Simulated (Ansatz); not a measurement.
The starting structures come from a database of crystals and need not be the phases stable at ambient conditions.

 Where the default PAW files enter, the runs use the earlier of Ansatz's two default sets.

Inside the gap of an insulator the Bloch states are evanescent, with a wavenumber k + iκ along the transport direction.

Data:

```
CELL_PARAMETERS angstrom
      3.29850     0.00000     0.00000
      0.00000     5.30213     0.00000
      0.00000     0.00000     4.59052
ATOMIC_POSITIONS crystal
  In 0.00000 0.00035 0.72794
  In 0.50000 0.50035 0.27206
  H  0.00000 0.47911 0.80110
  H  0.50000 0.97911 0.19890
  O  0.00000 0.63851 0.52282
  O  0.50000 0.13851 0.47718
  O  0.00000 0.36403 0.98158
  O  0.50000 0.86403 0.01842
```

Space group of this cell: Pmn2_1. The cell is taken as given; by r2SCAN its mean pressure is -0.5 GPa.

Transport runs along the normal of the first two printed cell vectors.

The gap is the functional's own, uncorrected, and κ follows it; spin-orbit coupling is left out. Mid-gap values are interpolated between the computed energies.

### Question
State the band gap and the smallest decay constant κ at mid-gap according to r2SCAN (Ansatz, an electronic-structure program).

### Answer
Gap 2.55 eV on a 10×6×8 mesh; κ = 0.224 1/Å, at the zone centre.
